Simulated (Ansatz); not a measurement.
# Input and output of a self-consistent single point for Mg₃Sn (Pm-3m, 4 atoms in the cell) (Ansatz)

Level of theory: LDA (PW92), default PAW files made with PBE (plane waves; Ansatz, a program for electronic structure).

This input was run:

Ansatz 0.2 input:
```yaml
crystal:
  lattice:
    - [4.45919800, 0.00000000, 0.00000000]
    - [0.00000000, 4.45919800, 0.00000000]
    - [0.00000000, 0.00000000, 4.45919800]
  atoms:
    - { symbol: Mg, position: [0.50000000, 0.50000000, 0.00000000] }
    - { symbol: Mg, position: [0.00000000, 0.50000000, 0.50000000] }
    - { symbol: Mg, position: [0.50000000, 0.00000000, 0.50000000] }
    - { symbol: Sn, position: [0.00000000, 0.00000000, 0.00000000] }
basis:
  ecutwfc: 420.0
kpoints:
  mp_grid: { grid: [8, 8, 8] }
hamiltonian:
  xc: lda
  pseudopotentials: { kind: paw }
scf:
  occupations: { method: gaussian, width: 0.1 }
output:
  forces: true
  eigenvalues: true
  stress: true
```

Log, with long lists cut:

```
WARN ansatz: RAYON_NUM_THREADS=1 ignored (pool sized by the plan → 1); use --threads N
Pseudopotentials: kind: paw
Pseudopotential: Mg, paw, valence charge 10
Pseudopotential: Sn, paw, valence charge 14
Crystal: 4 atoms, lattice volume = 88.669 Å³
Basis set: ecut = 420 eV, 1743 PW (Γ)
Bands: 27, of which v1, the nominal top of the filled ones, is band 22 counted from 1 (21 counted from 0)
Symmetry: 48 space group operations
Space group: Pm-3m (ITA 221), of the structure as read, at distance tolerance 4.5e-5 Å
k-points: 35 of 512
PAW frozen core: Mg, regenerated for the run's functional, and the local potential with it
PAW frozen core: Sn, regenerated for the run's functional, and the local potential with it
Initial density: superposition of atomic densities (neutral atoms: chi_scale 0, normalization atom), corrected by the library's trained network
Initial wavefunctions: pseudopotential atomic-orbital guess
Eigensolver: davidson
Functional: x = slater, c = lda
SCF iter   1: F=—  HF=-11585.006659 eV  |F-HF|=—  |Δ(HF+E_count)|=         —  Δρ=7.60e-3  dr2=3.47e-2  ethr=1.77e-3  ⟨swp⟩=7.1  Hψ=4783  notcnv=0
all-band conjugate gradients solve this SCF's bands
preconditioner: auto → Kerker (q_TF=auto, 2.428 Å⁻¹)
SCF iter   2: F=—  HF=-11584.990784 eV  |F-HF|=—  |Δ(HF+E_count)|=   1.59e-2  Δρ=3.39e-3  dr2=1.15e-2  ethr=7.89e-5  ⟨swp⟩=2.8  Hψ=2092  notcnv=0
SCF iter   3: F=—  HF=-11584.987795 eV  |F-HF|=—  |Δ(HF+E_count)|=   2.99e-3  Δρ=9.44e-4  dr2=1.86e-3  ethr=2.60e-5  ⟨swp⟩=3.0  Hψ=1622  notcnv=0
SCF iter   4: F=—  HF=-11584.987315 eV  |F-HF|=—  |Δ(HF+E_count)|=   4.80e-4  Δρ=2.18e-4  dr2=6.99e-5  ethr=4.22e-6  ⟨swp⟩=2.0  Hψ=1054  notcnv=0
SCF iter   5: F=—  HF=-11584.987288 eV  |F-HF|=—  |Δ(HF+E_count)|=   2.69e-5  Δρ=3.34e-5  dr2=1.64e-6  ethr=1.59e-7  ⟨swp⟩=2.0  Hψ=1076  notcnv=0  defer=1
SCF iter   6: F=-11584.987288 eV  HF=-11584.987288 eV  |F-HF|=2.61e-8  |Δ(HF+E_count)|=   5.82e-7  Δρ=7.38e-6  dr2=6.03e-8  ethr=2.27e-10  ⟨swp⟩=7.5  Hψ=5291  notcnv=0
SCF 1 converged in 6 iterations: F = -11584.987288 eV  dr2 = 6.03e-8
SCF converged after 6 iterations
Free energy (F): -11584.987288 eV
Harris-Foulkes:  -11584.987288 eV  (|F-HF|=2.61e-8)
Internal energy: -11584.974976 eV  (E = F + TS)
E sigma→0 (E₀):  -11584.981132 eV
Entropy (-TS):   -0.012312 eV (-3.078 meV/atom)
Fermi energy:    7.750205 eV
--- Per-component energies (eV) ---
  E_band       = -1132.879509
  E_kinetic    = 416.041276
  E_local      = -5567.802348  (includes V_loc(G=0)·N_el)
  E_nonlocal   = 261.794155
  E_hartree    = 2205.697689
  E_xc         = -464.850828
  E_vxc        = -210.280362  (∫ρ·V_xc dr)
  E_paw        = -4810.128032  (= ΣΔE_a)
  E_vpaw       = -444.036917  (= ΣTr[D̂ρ^β])
  E_aug_tail   = -0.000001  (compensation charges beyond the density's cutoff)
  E_ewald      = -3626.603225
  E_core_change = 0.876336  (= ΣΔE_core)
  E_smearing   = -0.012312  (= −TS)
  E_closure    = 0.000000  (closes the sum)
  Σ components = -11584.987288   (vs F -11584.987288, Δ=0.00e0)
--- Forces (eV/Å), atoms counted from 1 ---
  atom   1  Mg    -0.00000000    -0.00000000     0.00000000
   [... zero for the other atoms too ...]
  max |Σ_I F_I| component: 5.89e-29 eV/Å
--- Stress (GPa, compression-positive) ---
       -1.969597       0.000000      -0.000000
        0.000000      -1.969597       0.000000
        0.000000       0.000000      -1.969597
  P = ⅓ Tr σ = -1.9696 GPa (-19.696 kbar)
  The stress holds the Pulay correction. Without it, at fixed plane waves, as pw.x and ABINIT print it: P = -1.9778 GPa
--- Band table (eV; the first three rows and the last of 35) ---
  k-point 0: bands = ["-67.7999", "-67.7963", "-67.7963", "-35.2380", "-35.2380", "-35.2380", "-35.2231", "-35.2231", "-35.2231", "-35.2130", "-35.2130", "-35.2130", "-13.2810", "-13.2810", "-13.2767", "-13.2767", "-13.2767", "-1.5237", "5.6291", [...]
  k-point 1: bands = ["-67.7998", "-67.7964", "-67.7963", "-35.2375", "-35.2375", "-35.2371", "-35.2233", "-35.2233", "-35.2231", "-35.2140", "-35.2134", "-35.2134", "-13.2809", "-13.2794", "-13.2771", "-13.2771", "-13.2766", "-1.4234", "4.6466", [...]
  k-point 2: bands = ["-67.7995", "-67.7968", "-67.7963", "-35.2360", "-35.2360", "-35.2345", "-35.2237", "-35.2237", "-35.2232", "-35.2167", "-35.2144", "-35.2144", "-13.2806", "-13.2779", "-13.2779", "-13.2766", "-13.2757", "-1.1386", "3.3545", [...]
  k-point 34: bands = ["-67.7975", "-67.7975", "-67.7975", "-35.2455", "-35.2357", "-35.2357", "-35.2357", "-35.2145", "-35.2145", "-35.2145", "-35.2139", "-35.2139", "-13.2830", "-13.2830", "-13.2830", "-13.2646", "-13.2646", "1.0177", "4.5652", [...]
```

The run converged in 6 iterations.

The starting cell comes from a database of computed structures (which also holds hypothetical and non-ambient phases and stackings), without a prior relaxation at this level. Its lattice was rescaled by up to half a per cent. Ansatz's pressure includes its estimate of the finite-basis (Pulay) stress.
